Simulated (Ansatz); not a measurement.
Reference: GaP (F-43m), PBEsol, rigid bands (plane waves, PAW, scalar-relativistic; Ansatz, a quantum-chemistry and plane-wave program); axes and stresses refer to this cell.

```yaml
crystal:
  lattice:
    - [0.00000, 2.71944, 2.71944]
    - [2.71944, 0.00000, 2.71944]
    - [2.71944, 2.71944, 0.00000]
  atoms:
    - { symbol: Ga, position: [0.00000, 0.00000, 0.00000] }
    - { symbol: P, position: [0.25000, 0.25000, 0.25000] }
```

* **electron conductivity mass**: 0.34 mₑ
* **band gap**: 1.45 eV
* **Seebeck coefficient, p-type 1e19 cm⁻³**: 339 μV/K

**Question.** Change: functional PBE, cell relaxed with it. What happens to electron conductivity mass, band gap, Seebeck coefficient, p-type 1e19 cm⁻³?

**Answer.** electron conductivity mass falls to 0.21 mₑ; band gap increases to 1.58 eV; Seebeck coefficient, p-type 1e19 cm⁻³ moves little, to 344 μV/K.

Masses are for dilute carriers at 300 K, harmonic means over directions unless an axis is named. Seebeck coefficients are for the stated density at 300 K, with one relaxation time for all states and whether or not that doping can be reached. Spin-orbit coupling is left out unless a row names it.
